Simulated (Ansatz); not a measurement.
Band structure of RbAsF₆ (R-3, 8 atoms in the cell).

```
RbAsF6
1.0
    3.71746     2.14628     2.47588
   -3.71746     2.14628     2.47588
    0.00000    -4.29255     2.47588
Rb As F
1 1 6
Direct
  0.50000   0.50000   0.50000
  0.00000   0.00000   0.00000
  0.07742   0.71201   0.79961
  0.92258   0.28799   0.20039
  0.79961   0.07742   0.71201
  0.20039   0.92258   0.28799
  0.71201   0.79961   0.07742
  0.28799   0.20039   0.92258
```

Level of theory: PBEsol, default PAW files made with PBE (plane waves; Ansatz, a quantum-chemistry and plane-wave program).

Settings: basis.ecutwfc = 420 eV; kpoints.mp_grid.grid = 4 4 4; hamiltonian.xc = pbesol; hamiltonian.pseudopotentials = {kind: paw} (the program's default PAW files); scf.occupations.method = gaussian; scf.occupations.width = 0.01 eV; kpoints.band_path.npoints = 10.

The starting cell comes from a database of computed structures (which also holds hypothetical and non-ambient phases and stackings), without a prior relaxation at this level.

**Question.** Predict the gap along the standard path and the places of the band edges.

**Answer.** The gap along the path is 5.62 eV, direct at Γ to within 0.01 eV.

Levels in eV from the top of the valence band on the path, bands 30 to 37:
```tsv
point	30	31	32	33	34	35	36	37
Γ	-0.54	-0.34	-0.34	0.00	5.62	10.10	11.68	11.68
P	-0.65	-0.25	-0.11	-0.11	6.54	11.03	11.32	11.32
Z	-0.63	-0.27	-0.11	-0.11	6.53	11.04	11.29	11.29
Q	-0.71	-0.20	-0.11	-0.11	6.57	10.97	11.36	11.36
F	-0.64	-0.29	-0.14	-0.08	6.45	11.04	11.22	11.56
P1	-0.65	-0.25	-0.11	-0.11	6.54	11.03	11.32	11.32
Q1	-0.71	-0.20	-0.11	-0.11	6.57	10.97	11.36	11.36
L	-0.56	-0.27	-0.13	-0.04	6.39	9.91	10.75	11.62
```

Keys are those of Ansatz 0.2.
